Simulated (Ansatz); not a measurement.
Input:

```yaml
crystal:
  lattice:
    - [0.00000, 2.10705, 2.06491]
    - [2.10705, 0.00000, 2.06491]
    - [2.10705, 2.10705, 0.00000]
  atoms:
    - { symbol: Mg, position: [0.00000, 0.00000, 0.00000] }
    - { symbol: O, position: [0.50000, 0.50000, 0.50000] }
```

No spin polarisation.

Calculations: PBEsol in Ansatz (plane waves to 420 eV, PAW, without spin-orbit coupling). k-mesh 13×13×13 (Γ-centred); smearing 0.05 eV (Fermi–Dirac).

### Question
Predict the valence-band top at Γ, gap character, stress and space group.

### Answer
The valence-band top at Γ (three highest levels, from the VBM) is 0.00, 0.00, -0.04 eV. The gap character comes out as direct at Γ and the stress (xx, yy, zz, yz, xz, xy; compression positive) is (1.87, 1.87, 6.64, 0.00, 0.00, 0.00) GPa. The space group is I4/mmm (No. 139).

The cells carry an imposed strain or load. Stability against distortions was not tested. The cell was made from MgO in the rock salt structure (space group Fm-3m, No. 225) by this change: uniaxial strain ε_zz = −2.00 %.

Ansatz is a first-principles code.
